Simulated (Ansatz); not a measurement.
Structures of equal composition on the (100) surface of fcc Cu: a layer of Pd in place of the second plane; a layer of Pd in place of the third plane. The slabs share one bottom face, and each structure is named by its start. These are constructed structures in small cells; real faces may alloy, dewet or reconstruct in larger ones, and not all known structures of the face are among them. Slabs of about 9 Å with all that they carry, Fermi-Dirac smearing of 0.1 eV. Bottom of the slabs: a bare face, its two planes held. Relaxed from the named starts with such symmetry as they have, on meshes of like density; energies extrapolated to zero smearing; no spin-orbit coupling, no U. Spin-polarised runs, if any, are marked in brackets, and their order is one that fits the cell; the others ran without spin.

Level of theory: PBE (plane waves to 420 eV, PAW; Ansatz, a quantum-chemistry and plane-wave program).

Task: Order them by energy per 1x1 cell (lowest first) at the level PBE.

Result: a layer of Pd in place of the third plane (0.000 eV), a layer of Pd in place of the second plane (0.044 eV)
